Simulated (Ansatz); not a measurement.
The reference is SnSe2 in the CdI2 type structure (space group P-3m1, No. 164; a = 3.826 Å, c = 6.231 Å; layered, stacked along the Cartesian z axis). Axes: x lies along a and z along c of the hexagonal cell.

The values are results of DFT with r2SCAN+rVV10, PAW potentials and a 500 eV plane-wave cutoff in Ansatz (an electronic-structure program), no spin-orbit coupling, not measurements.

For the base:

```
Property                        Result
-----------------------------  -------
Shortest interatomic distance  2.713 Å
```

Modification: strain tensor (xx, yy, zz, yz, xz, xy) = (−1.26, +0.32, −0.53, −0.62, +2.38, −0.91) %, atoms relaxed at fixed cell.

Q: How does this affect the shortest interatomic distance and largest internal atomic displacement?

A: The shortest interatomic distance decreases by 0.0336 Å to 2.680 Å; the largest internal atomic displacement amounts to 0.066 Å.

Stability against distortions was not tested.
